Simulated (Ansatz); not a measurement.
## Ag (P6₃/mmc, No. 194, 4 atoms in the cell; start COD 1509194; another form than the element's usual one)

Computed with LDA (plane waves, PAW; Ansatz, an electronic-structure program).

Run with plane-wave cutoff 520 eV, 24×24×6 k mesh (along the axes of the cell as run), Fermi–Dirac smearing 0.05 eV, no spin polarisation, scalar-relativistic PAW data made under PBE.

Cell (relaxed at this level):

Ag is taken in the hexagonal space group P6₃/mmc (No. 194), Pearson symbol hP4. Lattice parameters: a = 2.827 Å, b = 2.827 Å, c = 9.264 Å, α = 90.00°, β = 90.00°, γ = 120.00°. Ag1 on 2c is surrounded by 12 Ag at 2.827–2.833 Å (anticuboctahedral). Ag2 on 2a sees 12 Ag at 2.827–2.833 Å (cuboctahedral). (Neighbours: up to the widest gap in distance over summed covalent radii, below 1.35, at either atom.)

```json
{
  "band_gap": "none",
  "bulk_modulus": "139 GPa"
}
```

Note: the relaxation could not lower the start's symmetry, so the cell can be a saddle point above a distorted one; the bulk modulus is −V dP/dV from two relaxed cells at ±2 % in volume.

Spin–orbit coupling is not included.

The computed numbers hold no vibrational or temperature effects.
